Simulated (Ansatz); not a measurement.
```
AlAs
1.0
    0.00000     2.86407     2.86407
    2.86407     0.00000     2.86407
    2.86407     2.86407     0.00000
As Al
1 1
Direct
  0.75000   0.75000   0.75000
  0.00000   0.00000   0.00000
```

No spin polarisation.

Computed with Ansatz (a quantum-chemistry and plane-wave program) PBE, no SOC, earlier PAW set. Settings: 10×10×10 k-points, 0.05 eV Fermi–Dirac smearing.

Problem. Predict the band gap, hole mass, space group and gap character.

Solution. Band gap: 1.50 eV
Hole mass (degenerate bands, along [100]): 0.11, 0.49, 0.49 mₑ (at Γ)
Space group: F-43m (No. 216)
Gap character: indirect, Γ → X

Effective masses come from finite differences of ±0.01 Å⁻¹. Whether these cells are dynamically stable was not tested. The cell was made from GaAs by this change: Ga → Al.
